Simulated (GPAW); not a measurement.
## Input and output of a self-consistent single point for V3Sn (Pm-3n, 8 atoms in the cell) (GPAW)

Level of theory: LDA (Perdew-Wang 92), GPAW PAW datasets LDA (gpaw-data 1.0.1) (plane waves; GPAW 25.7.0).

This input was run:

```python
from ase import Atoms
from ase.units import GPa
from gpaw import GPAW, PW, FermiDirac

atoms = Atoms(['V', 'V', 'V', 'V', 'V', 'V', 'Sn', 'Sn'],
              cell=[[4.816607, 0.000000, 0.000000],
                    [0.000000, 4.816607, 0.000000],
                    [0.000000, 0.000000, 4.816607]],
              scaled_positions=[[0.500000, 0.250000, 0.000000],
                                [0.500000, 0.750000, 0.000000],
                                [0.250000, 0.000000, 0.500000],
                                [0.750000, 0.000000, 0.500000],
                                [0.000000, 0.500000, 0.250000],
                                [0.000000, 0.500000, 0.750000],
                                [0.500000, 0.500000, 0.500000],
                                [0.000000, 0.000000, 0.000000]],
              pbc=True)

calc = GPAW(mode=PW(850),
            xc='LDA',
            kpts=(5, 5, 5),
            occupations=FermiDirac(0.1),
            nbands=-12,
            convergence={'density': 1e-05},
            symmetry={'symmorphic': False, 'tolerance': 0.0005},
            maxiter=120)

atoms.calc = calc

energy = atoms.get_potential_energy()
print('Energy (eV):', round(energy, 6))
forces = atoms.get_forces()
print('Forces (eV/Ang):')
print(forces.round(5))
stress = atoms.get_stress()
print('Stress (GPa, Voigt):', (stress / GPa).round(4))
```

The program printed (abridged):

```
Input parameters:
  convergence: {density: 1e-05}
  kpts: [5 5 5]
  maxiter: 120
  mode: {ecut: 850.0,
         name: pw}
  nbands: -12
  occupations: {fixmagmom: False,
                name: fermi-dirac,
                width: 0.1}
  symmetry: {symmorphic: False,
             tolerance: 0.0005}

species:
  V:
    name: Vanadium
    Z: 23.0
    valence: 13
    core: 10
    charge: 0.0
    file: V.LDA.gz

    # Using partial waves for V as LCAO basis

  Sn:
    name: Tin
    Z: 50.0
    valence: 14
    core: 36
    charge: 0.0
    file: Sn.LDA.gz

    # Using partial waves for Sn as LCAO basis

Reference energy: -490336.784629  # eV

Spin-paired calculation

Convergence criteria:
 Maximum [total energy] change in last 3 cyles: 0.0005 eV / valence electron
 Maximum integral of absolute [dens]ity change: 1e-05 electrons / valence electron
 Maximum integral of absolute [eigenst]ate change: 4e-08 eV^2 / valence electron
 Maximum number of scf [iter]ations: 120

Symmetries present (total): 48
Symmetries with fractional translations: 24
125 k-points: 5 x 5 x 5 Monkhorst-Pack grid
10 k-points in the irreducible part of the Brillouin zone
       k-points in crystal coordinates                weights
   0:     0.00000000    0.00000000    0.00000000          1/125
   1:     0.20000000    0.00000000    0.00000000          6/125
   2:     0.20000000    0.20000000    0.00000000         12/125
   [... 7 lines left out ...]

Wave functions: Plane wave expansion
  Cutoff energy: 850.000 eV
  Number of coefficients (min, max): 6272, 6355
  Pulay-stress correction: 0.000000 eV/Ang^3 (de/decut=0.000000)

Occupation numbers: Fermi-Dirac:
  width: 0.1000  # eV

Eigensolver

Densities:
  Coarse grid: 36*36*36 grid
  Fine grid: 72*72*72 grid
  Total Charge: 0.000000

Density mixing:
  Method: separate
  Backend: pulay
  Linear mixing parameter: 0.05
  old densities: 5
  Damping of long wavelength oscillations: 50

Hamiltonian:
  XC and Coulomb potentials evaluated on a 72*72*72 grid
  External potential:
    NoExternalPotential

Number of atoms: 8
Number of atomic orbitals: 96
Number of bands in calculation: 65
Number of valence electrons: 106
Bands to converge: occupied

Density initialized from atomic densities
  65 bands from LCAO basis set

Atomic positions and initial magnetic moments

Positions:
   0 V      2.408304    1.204152    0.000000    ( 0.0000,  0.0000,  0.0000)
   1 V      2.408304    3.612455    0.000000    ( 0.0000,  0.0000,  0.0000)
   2 V      1.204152    0.000000    2.408304    ( 0.0000,  0.0000,  0.0000)
   3 V      3.612455    0.000000    2.408304    ( 0.0000,  0.0000,  0.0000)
   4 V      0.000000    2.408304    1.204152    ( 0.0000,  0.0000,  0.0000)
   5 V      0.000000    2.408304    3.612455    ( 0.0000,  0.0000,  0.0000)
   6 Sn     2.408304    2.408304    2.408304    ( 0.0000,  0.0000,  0.0000)
   7 Sn     0.000000    0.000000    0.000000    ( 0.0000,  0.0000,  0.0000)

Unit cell:
           periodic     x           y           z      points  spacing
  1. axis:    yes    4.816607    0.000000    0.000000    36     0.1338
  2. axis:    yes    0.000000    4.816607    0.000000    36     0.1338
  3. axis:    yes    0.000000    0.000000    4.816607    36     0.1338

  Lengths:   4.816607   4.816607   4.816607
  Angles:   90.000000  90.000000  90.000000

Effective grid spacing dv^(1/3) = 0.1338

     iter     time        total  log10-change:
                         energy   eigst   dens
iter:   1 --:--:--   -69.099367
iter:   2 --:--:--   -69.264627   -0.20  -1.49
iter:   3 --:--:--   -67.770818   -0.65  -1.50
iter:   4 --:--:--   -67.924284   -0.86  -1.80
iter:   5 --:--:--   -68.777311   -1.19  -1.98
iter:   6 --:--:--   -67.641512   -1.06  -1.71
iter:   7 --:--:--   -67.753957   -1.38  -2.38
iter:   8 --:--:--   -67.938604   -1.66  -2.32
iter:   9 --:--:--   -67.692794   -2.12  -2.11
iter:  10 --:--:--   -67.645259   -1.87  -2.38
iter:  11 --:--:--   -67.653944c  -2.38  -3.01
iter:  12 --:--:--   -67.654132c  -3.02  -3.29
iter:  13 --:--:--   -67.649493c  -3.64  -3.00
iter:  14 --:--:--   -67.648960c  -3.91  -3.08
iter:  15 --:--:--   -67.649288c  -3.96  -3.25
iter:  16 --:--:--   -67.649167c  -4.35  -3.47
   [... 9 lines left out ...]
iter:  26 --:--:--   -67.648912c  -4.30  -3.46
iter:  27 --:--:--   -67.648991c  -4.83  -4.22
iter:  28 --:--:--   -67.648802c  -5.02  -4.09
iter:  29 --:--:--   -67.648820c  -6.73  -4.10
iter:  30 --:--:--   -67.648809c  -6.37  -4.19
iter:  31 --:--:--   -67.648813c  -7.44c -4.08
iter:  32 --:--:--   -67.648806c  -6.05  -4.11
iter:  33 --:--:--   -67.648836c  -5.73  -3.88
iter:  34 --:--:--   -67.648877c  -5.52  -4.21
iter:  35 --:--:--   -67.648863c  -6.58  -4.64
iter:  36 --:--:--   -67.648861c  -7.01  -4.64
iter:  37 --:--:--   -67.648870c  -6.96  -4.68
iter:  38 --:--:--   -67.648882c  -7.09  -4.74
iter:  39 --:--:--   -67.648888c  -7.21  -4.88
iter:  40 --:--:--   -67.648867c  -6.88  -4.98
iter:  41 --:--:--   -67.648871c  -8.30c -4.98
iter:  42 --:--:--   -67.648880c  -7.49c -5.18c

Converged after 42 iterations.

Dipole moment: (0.000000, -0.000000, -0.000000) |e|*Ang

Energy contributions relative to reference atoms: (reference = -490336.784629)

Kinetic:        +23.339320
Potential:      -14.851127
External:        +0.000000
XC:             -76.550190
Entropy (-ST):   -0.361002
Local:           +0.593618
SIC:             +0.000000
--------------------------
Free energy:    -67.829381
Extrapolated:   -67.648880

Showing only first 2 kpts
 Kpt  Band  Eigenvalues  Occupancy
  0    51     10.09924    1.98102
  0    52     10.47487    1.41848
  0    53     10.47487    1.41848
  0    54     12.19952    0.00000

  1    51     10.11484    1.97785
  1    52     10.49997    1.30982
  1    53     10.50498    1.28701
  1    54     12.01948    0.00000

Fermi level: 10.56404

No gap
No difference between direct/indirect transitions
Energy (eV): -67.64888

Forces in eV/Ang:
  0 V     0.00000   -0.00000    0.00000
  1 V     0.00000   -0.00000    0.00000
  2 V    -0.00000    0.00000    0.00000
  3 V    -0.00000    0.00000    0.00000
  4 V     0.00000    0.00000   -0.00000
  5 V     0.00000    0.00000   -0.00000
  6 Sn   -0.00000   -0.00000   -0.00000
  7 Sn   -0.00000    0.00000    0.00000

Stress tensor:
    -0.029775     0.000000     0.000000
     0.000000    -0.029775     0.000000
     0.000000     0.000000    -0.029775
Stress (GPa, Voigt): [-4.7705 -4.7705 -4.7705  0.      0.      0.    ]
```

The run converged in 42 iterations. GPAW prints stress with tension positive.

The starting cell comes from a database of computed structures (which also holds hypothetical and non-ambient phases and stackings), without a prior relaxation at this level. Its lattice was rescaled by a random factor within 2.5 % of one. Spin polarisation is off. With a pressure of about 5 GPa the cell is away from its equilibrium volume at this level.

Cost on one core of a shared machine: roughly 4 min.
